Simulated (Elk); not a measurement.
Input and output of a self-consistent single point for TiS (P-6m2, 2 atoms in the cell) (Elk).

Computed with LDA (PW92), all-electron FP-LAPW, Elk's shipped species files, APW+lo basis with extra local orbitals in Elk 10.2.4.

```xyz
2
Lattice="3.2672 0.0000 0.0000 -1.6336 2.8295 0.0000 0.0000 0.0000 3.2171" Properties=species:S:1:pos:R:3 pbc="T T T"
Ti     1.6336     0.9431     0.0000
S      0.0000     0.0000     1.6085
```

Reference input (self-consistent single point, DFT, PBEsol, all-electron FP-LAPW, Elk's shipped species files, APW+lo basis with extra local orbitals): xctype = 22; rgkmax = 7.5; stype = 0; swidth = 0.00734986 Ha; ngridk = 12 12 10; gmaxvr = 16 1/bohr; nxlo = 2; lorbcnd = true; lmaxi = 3. This run's input differs from it in these lines:

```diff
@@ -4,3 +4,3 @@
 xctype
-  22
+  3
```

Output (repeated stretches shortened):

```
│ Self-consistent loop started │
│ Loop number : 1 │
 total energy                :     -1252.94293783
│ Loop number : 2 │
 total energy                :     -1252.96043388
RMS change in Kohn-Sham potential (target) :   0.8955914409E-01 (  0.1000000000E-05)
Absolute change in total energy (target)   :   0.1749605131E-01 (  0.1000000000E-03)
│ Loop number : 3 │
 total energy                :     -1252.91556467
RMS change in Kohn-Sham potential (target) :   0.8638747169E-01 (  0.1000000000E-05)
Absolute change in total energy (target)   :   0.4049519889E-01 (  0.1000000000E-03)
│ Loop number : 4 │
   [... lines left out ...]
Absolute change in total energy (target)   :   0.6532370762E-03 (  0.1000000000E-03)
│ Loop number : 13 │
 total energy                :     -1250.13671904
RMS change in Kohn-Sham potential (target) :   0.5603270641E-06 (  0.1000000000E-05)
Absolute change in total energy (target)   :   0.1646686774E-03 (  0.1000000000E-03)
│ Loop number : 14 │
 total energy                :     -1250.13671733
RMS change in Kohn-Sham potential (target) :   0.8543519231E-07 (  0.1000000000E-05)
Absolute change in total energy (target)   :   0.3945738194E-04 (  0.1000000000E-03)
Convergence targets achieved

│ Loop number : 15 │

Energies :
 Fermi                       :     0.347472172611
 total energy                :     -1250.13671312

Density of states at Fermi energy :    11.83355136
 (states/Hartree/unit cell)

Estimated indirect band gap :   0.2552716154E-02
 from k-point    156 to k-point    136
Estimated direct band gap   :   0.8197452606E-02
 at k-point    136

Charges :
 core                        :    20.00000000
 valence                     :    18.00000000
 interstitial                :    2.841632619
 muffin-tins (core leakage)
  species :    1 (Ti)
   atom    1                 :    20.47296262     (  0.5988596286E-09)
  species :    2 (S)
   atom    1                 :    14.68540476     (  0.7266483795E-04)
 total in muffin-tins        :    35.15836738
 total calculated charge     :    37.99994911
 total charge                :    38.00000000
 error                       :   0.5088821939E-04

│ Self-consistent loop stopped │
```

The run converged in 15 iterations. The count includes the last loop, which Elk runs after its targets are met. 

The starting cell comes from a database of computed structures (which also holds hypothetical and non-ambient phases and stackings), without a prior relaxation at this level. Spin polarisation is off, so a magnetic state, if there is one, cannot be reached. Values depend on the basis (sphere radii, cutoffs, local orbitals), which need not be converged. The log's line on a gap gives a spacing of levels on this mesh, which the program prints for metals too.

Cost on one core of a shared machine: roughly 80 s.
